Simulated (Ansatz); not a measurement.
# Lattice thermal conductivity of BaCuSF in space group P4/nmm (No. 129)

Method: the phonon Boltzmann equation with three-phonon and isotope scattering; Ansatz (a quantum-chemistry and plane-wave program), PBEsol functional, plane-wave PAW; third-order constants from a 72-atom supercell out to 4.4 Å, harmonic mesh 3×3×2, k mesh 6×6×2, scattering mesh 13×13×7. The cell is a database entry relaxed within its symmetry; it need not be the phase found at ambient conditions. Unless called populations, κ holds the coherence term between modes besides the Boltzmann populations.

```tsv
T (K)	κ_a (W/m/K)	κ_c (W/m/K)	κ_a, relaxation time	κ_c, relaxation time	coherences (mean)
100	6.7	6.4	6.3	6.4	0.15
150	4.3	3.9	4.1	3.9	0.20
200	3.3	2.8	3.1	2.8	0.23
250	2.7	2.3	2.5	2.3	0.24
300	2.3	1.9	2.2	1.9	0.25
400	1.8	1.5	1.7	1.5	0.26
500	1.5	1.3	1.4	1.3	0.27
600	1.3	1.1	1.2	1.1	0.27
800	1.0	0.88	0.98	0.88	0.26
```

The highest phonon frequency comes out as 11.2 THz and the exponent n of κ ∝ T⁻ⁿ above 300 K is 0.81.

Four-phonon, boundary and defect scattering are left out; adding them would lower the computed value.

The crystal is held in this phase throughout; melting and phase transitions are not modelled.

The PAW data sets were generated under PBE and serve the other functionals too.
